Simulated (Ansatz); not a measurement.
CsPbCl₃ (Pm-3m), PBEsol with spin-orbit coupling, rigid bands in Ansatz (a quantum-chemistry and plane-wave program): Condition of this run: spin-orbit coupling switched on. band gap 0.62 eV, N_c = 1.53e18 cm⁻³ and N_v = 1.29e18 cm⁻³ at 300 K, conductivity masses of 0.164 mₑ (electrons) and 0.146 mₑ (holes). Take k_BT = 0.02585 eV.

What thermal injection velocity √(2k_BT/πm) limits a ballistic channel?

1.33e7 cm/s for electrons and 1.41e7 cm/s for holes, a ratio of √(m_h/m_e) = 0.944, for dilute carriers.

Find the intrinsic carrier density and the intrinsic Fermi level.

n_i = √(N_c N_v) exp(−E_g/2k_BT) = 1.40e18 × exp(−11.99) = 8.7e12 cm⁻³. The level lies (k_BT/2) ln(N_v/N_c) = -2 meV from mid-gap (positive towards the conduction band). Each 0.1 eV added to the gap lowers n_i by a factor of 6.9.

Rigid, parabolic bands with the computed gap; masses take one relaxation time for all states.

CsPbCl3 (Pm-3m): a high-temperature phase held by its symmetry.
